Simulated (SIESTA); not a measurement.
How a calculation on CaBHO₃ (P2_1, 12 atoms in the cell) responds to its settings

```yaml
crystal:
  lattice:
    - [3.58168, 0.00000, 0.00000]
    - [0.00000, 5.45812, 0.00000]
    - [-0.27753, 0.00000, 6.87054]
  atoms:
    - { symbol: Ca, position: [0.74830, 0.73930, 0.64206] }
    - { symbol: Ca, position: [0.25170, 0.23930, 0.35794] }
    - { symbol: B, position: [0.22590, 0.24396, 0.77225] }
    - { symbol: B, position: [0.77410, 0.74396, 0.22775] }
    - { symbol: H, position: [0.04224, 0.42081, 0.99767] }
    - { symbol: H, position: [0.95776, 0.92081, 0.00233] }
    - { symbol: O, position: [0.12897, 0.25348, 0.97167] }
    - { symbol: O, position: [0.87103, 0.75348, 0.02833] }
    - { symbol: O, position: [0.26150, 0.02071, 0.68641] }
    - { symbol: O, position: [0.73850, 0.52071, 0.31359] }
    - { symbol: O, position: [0.74528, 0.95874, 0.33000] }
    - { symbol: O, position: [0.25472, 0.45874, 0.67000] }
```

Base run A: GGA PBEsol, numerical atomic orbitals DZP, PseudoDojo PBEsol standard norm-conserving potentials (rewritten from UPF to PSML) run with SIESTA, self-consistent single point.

Its settings: XC.functional = GGA; XC.authors = PBEsol; potentials = PseudoDojo PBEsol standard; PAO.BasisSize = DZP; PAO.EnergyShift = 0.01 Ry; MeshCutoff = 400 Ry; kgrid.MonkhorstPack = 5 3 3; OccupationFunction = FD; ElectronicTemperature = 10 K; MaxSCFIterations = 150; SCF.Mixer.Method = Pulay; SCF.Mixer.Weight = 0.1; SCF.Mixer.History = 8; SCF.DM.Tolerance = 1.0E-04.

The starting cell comes from a database of computed structures (which also holds hypothetical and non-ambient phases and stackings), without a prior relaxation at this level. Values carry the incompleteness of an atom-centred basis. The basis of the alkali or alkaline-earth atoms may lack their empty d shell, which can raise the gap.

ΔF is the free energy per atom less that of run A. 

Run A gave: pressure (GPa) -0.10; largest force (eV/Å) 0.722; gap on the mesh (eV) 4.274; k-points 23.

Runs:
- B: kgrid.MonkhorstPack = 3 2 2
- C: kgrid.MonkhorstPack = 3 2 2 shifted by 0.5 0.5 0.5
- D: kgrid.MonkhorstPack = 4 3 2
- E: kgrid.MonkhorstPack = 4 3 2 shifted by 0.5 0.5 0.5
- F: kgrid.MonkhorstPack = 4 3 3
- G: kgrid.MonkhorstPack = 4 3 3 shifted by 0.5 0.5 0.5
- H: kgrid.MonkhorstPack = 5 3 3 shifted by 0.5 0.5 0.5
- I: kgrid.MonkhorstPack = 5 3 3 shifted by 0.0 0.0 0.5

**Question.** What does run D change against A?

**Answer.** The free energy stays essentially unchanged (within 1 meV/atom), the pressure moves little (-0.10 to -0.11 GPa), the largest force hardly changes (0.722 to 0.721 eV/Å) and the gap on the mesh goes from 4.274 to 4.252 eV.

**Question.** What does run E change against A?

**Answer.** The free energy is nearly the same (within 1 meV/atom), the pressure stays at -0.10 GPa, the largest force stays at 0.722 eV/Å and the gap on the mesh goes from 4.274 to 5.281 eV.

**Question.** What does run B change against A?

**Answer.** The free energy goes up by 1.6 meV/atom, the pressure moves little (-0.10 to -0.11 GPa), the largest force moves little (0.722 to 0.718 eV/Å) and the gap on the mesh goes from 4.274 to 4.250 eV.

```
run  ΔF (meV/atom)  pressure (GPa)  largest force (eV/Å)  gap on the mesh (eV)  k-points
---  -------------  --------------  --------------------  --------------------  --------
A             0.00           -0.10                 0.722                 4.274        23
B             1.64           -0.11                 0.718                 4.250         8
C            -1.40           -0.11                 0.726                 5.845         6
D             0.13           -0.11                 0.721                 4.252        15
E            -0.19           -0.10                 0.722                 5.281        12
F             0.06           -0.11                 0.722                 4.274        20
G            -0.15           -0.11                 0.721                 5.123        18
H            -0.12           -0.11                 0.721                 4.996        27
I            -0.02           -0.10                 0.722                 4.420        24
```
